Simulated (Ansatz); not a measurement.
The starting structures come from a database of crystals and need not be the phases stable at ambient conditions.

 Where the default PAW files enter, the runs use the earlier of Ansatz's two default sets.

Inside the gap of an insulator the Bloch states are evanescent, with a wavenumber k + iκ along the transport direction.

```
MgMoSr2O6
1.0
    5.66224     0.00000     0.00000
    0.04548     5.66205     0.00000
    2.80838    -2.83103     3.98769
Sr Mg Mo O
2 1 1 6
Cartesian
  2.83112   0.00000   1.99385
  5.68498   2.83103   1.99385
  2.85386   2.83103   0.00000
  0.00000   0.00000   0.00000
  1.38024   1.36920   0.00000
  4.32748   4.29286   0.00000
  2.67132   3.01504   2.06299
  5.84478  -0.18402   1.92470
  4.20935   1.46460   3.72849
  4.30675   1.36642   0.25920
```

Space group of this cell: I4/m. The cell is taken as given; by r2SCAN its mean pressure is -6.5 GPa.

Transport runs along the normal of the first two printed cell vectors, the (110) plane of the conventional cell.

The gap is the functional's own, uncorrected, and κ follows it; spin-orbit coupling is left out. Mid-gap values are interpolated between the computed energies.

Q: State the band gap and the smallest decay constant κ at mid-gap according to r2SCAN (Ansatz, a program for electronic structure).

A: Gap 2.38 eV on a 8×8×8 mesh; κ = 0.376 1/Å, at (0.500, 0.500) of the in-plane reciprocal vectors. At the zone centre, at the nearest computed energy, the slowest state has κ = 0.39 1/Å.
